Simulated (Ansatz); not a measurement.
**A computed series for CuI: pressure series**

Base system: CuI in the zinc blende structure (space group F-43m, No. 216; a = 6.0209 Å).

Cell and atoms are relaxed at each pressure.

Calculations: r2SCAN (Ansatz, a quantum-chemistry and plane-wave program, PAW, without spin-orbit coupling), earlier PAW set.

```json
[
 {"change": "base", "density": "5.80 g/cm³", "gap character": "direct at Γ"},
 {"change": "pressure −2 GPa", "density": "5.50 g/cm³", "gap character": "direct at Γ"},
 {"change": "pressure −1 GPa", "density": "5.66 g/cm³", "gap character": "direct at Γ"},
 {"change": "pressure 3 GPa", "density": "[?]", "gap character": "direct at Γ"},
 {"change": "pressure 7 GPa", "density": "6.52 g/cm³", "gap character": "direct at Γ"},
 {"change": "pressure 15 GPa", "density": "[?]", "gap character": "direct at Γ"},
 {"change": "pressure 30 GPa", "density": "7.90 g/cm³", "gap character": "indirect, Γ → X"},
 {"change": "pressure 50 GPa", "density": "8.70 g/cm³", "gap character": "indirect, Γ → X"},
 {"change": "pressure 75 GPa", "density": "9.48 g/cm³", "gap character": "indirect, Γ → X"},
 {"change": "pressure 100 GPa", "density": "10.12 g/cm³", "gap character": "indirect, Γ → Γ–X (87 % along)"}
]
```

Problem. Fill in the withheld entries from the trend.

Solution. 
- pressure 3 GPa, density: 6.15 g/cm³
- pressure 15 GPa, density: 7.10 g/cm³

Spin-orbit coupling, missing from the scalar runs, can matter with I. Load acts through the strain it causes; cell and atoms are relaxed under it. Stability against distortions was not tested. Tetrahedral semiconductors of this kind turn to denser phases somewhere between about 1 and 50 GPa; those were not computed, so compressed cells here can lie past the real transition. The final runs are not spin-polarised.
